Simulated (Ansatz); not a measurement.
The starting structures come from a database of crystals and need not be the phases stable at ambient conditions.

By PBEsol, the system below comes out a metal.

Without scattering a metal conducts by its projected Fermi surface.

Consider the following.

```
CELL_PARAMETERS angstrom
      4.06912     0.00000     0.00000
     -2.03456     3.52396     0.00000
      2.03456     1.17465     3.42210
ATOMIC_POSITIONS crystal
  In 0.00000 0.50000 0.50000
  As 0.00000 0.00000 0.00000
```

Space group of this cell: R-3m. The cell is strained (lengths along the current scaled by 1.03, ions clamped); by PBEsol its mean pressure is -4.9 GPa.

The current flows along the normal of the first two printed cell vectors, the (111) (indices of the unstrained crystal) plane of the conventional cell. No spin-orbit coupling; the value is a mean over 0.1 eV about the Fermi level.

**Question.** Compute, with PBEsol (Ansatz, a program for electronic structure), the ballistic conductance per area.

**Answer.** 0.82 × 10¹⁵ S/m² for both spins.
